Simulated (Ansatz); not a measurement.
MgS (Fm-3m), PBEsol, rigid bands (Ansatz, a program for electronic structure). Band gap 2.73 eV, N_c = 1.71e19 cm⁻³ and N_v = 1.85e20 cm⁻³ at 300 K, conductivity masses of 0.354 mₑ (electrons) and 0.999 mₑ (holes). Take k_BT = 0.02585 eV.

### Question
Find the intrinsic carrier density and the intrinsic Fermi level.

### Answer
n_i = √(N_c N_v) exp(−E_g/2k_BT) = 5.62e19 × exp(−52.80) = 6.6e-4 cm⁻³. The level lies (k_BT/2) ln(N_v/N_c) = 31 meV from mid-gap (positive towards the conduction band). Each 0.1 eV added to the gap lowers n_i by a factor of 6.9.

### Question
A film of it is 3 nm thick. Estimate the confinement energies in an infinite well.

### Answer
ħ²π²/(2m t²) = 0.376 eV·nm²/(m/mₑ × t²) gives 118 meV for electrons and 41.8 meV for holes, so the gap would widen to about 2.89 eV. Finite barriers and nonparabolic bands lower this, and with several valleys or bands the heaviest mass along the normal sets the lowest level, not this average.

### Question
What thermal injection velocity √(2k_BT/πm) limits a ballistic channel?

### Answer
9.04e6 cm/s for electrons and 5.38e6 cm/s for holes, a ratio of √(m_h/m_e) = 1.68, for dilute carriers.

Rigid bands with the computed gap; masses take one relaxation time for all states. Spin-orbit coupling is left out; where it splits the top of the valence band, N_v and the p-type Seebeck coefficient come out somewhat high without it.
